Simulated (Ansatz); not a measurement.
Given:

```yaml
crystal:
  lattice:
    - [-2.62641, 2.62641, 5.25642]
    - [2.62641, -2.62641, 5.25642]
    - [2.62641, 2.62641, -5.25642]
  atoms:
    - { symbol: Cu, position: [0.00000, 0.00000, 0.00000] }
    - { symbol: Cu, position: [0.75000, 0.25000, 0.50000] }
    - { symbol: Zn, position: [0.25000, 0.75000, 0.50000] }
    - { symbol: Sn, position: [0.50000, 0.50000, 0.00000] }
    - { symbol: S, position: [0.36959, 0.90033, 0.00890] }
    - { symbol: S, position: [0.09967, 0.10857, 0.46925] }
    - { symbol: S, position: [0.89143, 0.36068, 0.99110] }
    - { symbol: S, position: [0.63932, 0.63041, 0.53075] }
```

No spin polarisation.

Method: PBEsol, PAW, 420 eV (Ansatz, a quantum-chemistry and plane-wave program; spin-orbit coupling left out). Settings: 9×9×9 k-points, 0.05 eV Fermi–Dirac smearing.

Predict the space group.

I-4 (No. 82).

Predict the pressure (mean of the normal stresses, compression positive).

6.43 GPa.

The cells carry an imposed strain or load. Stability against distortions was not tested. All final runs are without spin polarisation. The cell was made from ZnCu2SnS4 (space group I-4, No. 82) by this change: isotropic strain −2.25 %.
